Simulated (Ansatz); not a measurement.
A set of cells, compared by their size of the site moment on metal.

Cell A: Fe (bcc, Im-3m), 1 atom in the cell, k-point mesh 30×30×30 on the run's own vectors.
```xyz
1
Lattice="-1.4160 1.4160 1.4160 1.4160 -1.4160 1.4160 1.4160 1.4160 -1.4160" Properties=species:S:1:pos:R:3 pbc="T T T"
Fe     0.0000     0.0000     0.0000
```

Cell B: Co (hcp, P6₃/mmc), 2 atoms in the cell, k-point mesh 30×30×16 on the run's own vectors.
```
CELL_PARAMETERS angstrom
      2.49338     0.00000     0.00000
     -1.24669     2.15933     0.00000
      0.00000     0.00000     4.03719
ATOMIC_POSITIONS crystal
  Co 0.33333 0.66667 0.75000
  Co 0.66667 0.33333 0.25000
```

Cell C: Ni (fcc, Fm-3m), 1 atom in the cell, k-point mesh 30×30×30 on the run's own vectors.
```
CELL_PARAMETERS angstrom
      0.00000     1.76029     1.76029
      1.76029     0.00000     1.76029
      1.76029     1.76029     0.00000
ATOMIC_POSITIONS crystal
  Ni 0.00000 0.00000 0.00000
```

All numbers come from Ansatz (a quantum-chemistry and plane-wave program), plane waves with PAW, its default PAW set, cutoff 420 eV, 500 eV for r2SCAN. The structures are at rest with PBE; other levels are single points on them. HSE06 runs on coarser k-point meshes. Some cells are metallic or hold partly filled levels, where a hybrid on a coarse mesh is less sure. Neutral cells; Fermi-Dirac smearing of at most 0.10 eV in the solids, energies taken to zero width. The lattices are those relaxed with PBE, so at other levels the solids can be strained, which adds to the spread. Spin states are those reached from the starting moments, not proven ground states. A dispersion term ran beside these levels; it doesn't touch the electrons. Spin density integrated in a sphere around each atom; mean over the atoms, with the range where they differ.

### Question
What does r2SCAN give for the size of the site moment on metal of each cell (μB)?

### Answer
```csv
system,r2SCAN
A,2.75
B,1.91
C,0.81
```

With r2SCAN the value is lowest for C and highest for A.

### Question
How do the other levels compare?

### Answer
```json
[
 {"cell": "A", "PBE": "2.21", "HSE06": "2.97"},
 {"cell": "B", "PBE": "1.68", "HSE06": "2.09"},
 {"cell": "C", "PBE": "0.67", "HSE06": "1.02"}
]
```

With PBE the value is lowest for C and highest for A. With HSE06 the value is lowest for C and highest for A.
